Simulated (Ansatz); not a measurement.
The starting structures come from a database of crystals and need not be the phases stable at ambient conditions.

The decay constant κ of evanescent states in the gap governs leakage through a thin film.

Input:

```xyz
4
Lattice="3.9137 0.0000 0.0000 0.0000 6.4544 0.0000 1.9569 0.0000 3.4586" Properties=species:S:1:pos:R:3 pbc="T T T"
Ga     1.9569     0.0001     1.1528
Ga     3.9137     3.2273     2.3057
As     1.9569     4.0403     1.1528
As     3.9137     0.8131     2.3057
```

Space group of this cell: Cmc2_1. The cell is strained (lengths across the current scaled by 0.98, ions clamped); by r2SCAN its mean pressure is 3.3 GPa.

Transport runs along the normal of the first two printed cell vectors.

The gap is the functional's own, uncorrected, and κ follows it; spin-orbit coupling is left out. Mid-gap values are interpolated between the computed energies.

Q: Estimate the band gap and the smallest decay constant κ at mid-gap that r2SCAN in Ansatz (an electronic-structure program) returns for this system.

A: Gap 1.05 eV on a 10×6×10 mesh; κ = 0.080 1/Å, at the zone centre.
